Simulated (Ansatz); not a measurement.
The reference is NiO in the rock salt structure (space group Fm-3m, No. 225; a = 4.116 Å; ferromagnetic).

Structures relaxed with PBEsol (Ansatz, a first-principles code; PAW; 420 eV plane waves; no spin-orbit coupling).

Base:

Simulated powder pattern, Mo Kα, λ = 0.71073 Å (kinematic, ideal powder, no thermal factors, no anomalous dispersion; the 8 strongest lines at most, above 2 %, up to 2θ = 40°):

```
2θ (°)  I/Imax (%)    hkl
------  ----------  -----
17.20           73  (111)
19.89          100  (200)
28.27           64  (220)
33.28           32  (311)
34.81           20  (222)
```

After one change:

Simulated powder pattern, Mo Kα, λ = 0.71073 Å (kinematic, ideal powder, no thermal factors, no anomalous dispersion; the 8 strongest lines at most, above 2 %, up to 2θ = 40°):

| 2θ (°) | I/Imax (%) |
|---|---|
| 17.30 | 74 |
| 20.00 | 100 |
| 28.43 | 63 |
| 33.47 | 32 |
| 35.01 | 20 |

Which of these changes matches the shifts?
A. pressure 3 GPa
B. pressure 0.7 GPa
C. pressure −1 GPa
D. pressure 7.5 GPa

A, pressure 3 GPa. Its volume per atom is 8.57 Å³ against 8.71 Å³, and its space group is Fm-3m (No. 225).

Load acts through the strain it causes; cell and atoms are relaxed under it. Stability against distortions was not tested. Competing high-pressure phases were not computed. No Hubbard U is applied and the magnetic state is the run's own (NiO ferromagnetic); small cells can't hold the antiferromagnetic order that many such compounds have, so gaps and moments can be off. In its common phase, real NiO is an antiferromagnetic insulator at low temperature.
